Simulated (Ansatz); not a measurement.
Start from CdS in the wurtzite structure (space group P6_3mc, No. 186; a = 4.074 Å, c = 6.637 Å). Axes: x lies along a and z along c of the hexagonal cell.

Computed with Ansatz (a first-principles code) LDA, without spin-orbit coupling.

Strains are applied to the cell and any free atomic positions relax; under biaxial strain the out-of-plane vector relaxes too.

One change was made to it. Results:

```csv
quantity,base,after
band gap,1.03 eV,0.93 eV
gap character,direct at Γ,direct at Γ
```

### Question
What was done to the base?
A. biaxial strain −1.20 %, plane normal [001], relaxed out of plane
B. biaxial strain −0.60 %, plane normal [001], relaxed out of plane
C. biaxial strain −1.80 %, plane normal [001], relaxed out of plane
D. biaxial strain −3.00 %, plane normal [001], relaxed out of plane

### Answer
D, biaxial strain −3.00 %, plane normal [001], relaxed out of plane. For comparison, the band gap in the other runs: biaxial strain −1.20 %, plane normal [001], relaxed out of plane gives 1.00 eV; biaxial strain −1.80 %, plane normal [001], relaxed out of plane gives 0.98 eV; biaxial strain −0.60 %, plane normal [001], relaxed out of plane gives 1.02 eV.

Stability against distortions was not tested.
